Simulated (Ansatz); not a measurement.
Consider the following.

```
Ru
1.0
    2.72214     0.00000     0.00000
   -1.36107     2.35744     0.00000
    0.00000     0.00000     4.29132
Ru
2
Direct
  0.33333   0.66667   0.25000
  0.66667   0.33333   0.75000
```

Method: PBE, DFPT electron-phonon coupling, linearised Boltzmann equation (plane waves, PAW, scalar-relativistic; Ansatz, a quantum-chemistry and plane-wave program). Condition of this run: functional PBE, cell relaxed with it. How the cell was made: relaxed with this functional, without spin-orbit coupling.

### Question
Predict λ, the logarithmic mean phonon energy and the superconducting Tc for μ* = 0.10 referred to 24 meV.

### Answer
λ = 0.45, ħω_log = 23 meV, Tc 2.2 K from the anisotropic Eliashberg equations. μ* is a chosen number, and Tc is 3.1 K at 0.08 and below 1 K at 0.16.

A metal at this level (no band gap). The phonons are harmonic. Spin-orbit coupling is left out. Spin fluctuations, which work against superconductivity with these elements, are left out. For metals of groups 4 to 10, Tc at these values of μ* can lie well above the measured one. At a coupling this weak a few per cent in λ move Tc by tens of per cent. Halving the electron mesh (36x36x20) moves the coupling by up to 2 %, Tc by up to 3 %. Smearing 0.20 eV; phonons on a 6x6x3 q mesh, which this run doesn't test.
